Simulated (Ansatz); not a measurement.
Rock-salt NaH was calculated with PBE0 in Ansatz (plane waves, PAW).

Settings: plane-wave cutoff 460 eV, 10×10×10 k mesh, Fermi–Dirac smearing 0.01 eV, scalar-relativistic PAW data made under PBE.

Computed at the level's own relaxed cell.

```
CELL_PARAMETERS angstrom
      0.00000     2.40329     2.40329
      2.40329     0.00000     2.40329
      2.40329     2.40329     0.00000
ATOMIC_POSITIONS crystal
  Na 0.00000 0.00000 0.00000
  H  0.50000 0.50000 0.50000
```

Q: List the 5 lowest band energies at Γ above −25 eV (eV, relative to the valence band maximum), grouping those that round alike.

A: At Γ: -24.33 (×3), -4.05, 12.90.

Note: the run warned that its exchange threshold was loose for the stress.

Ansatz is a first-principles code.
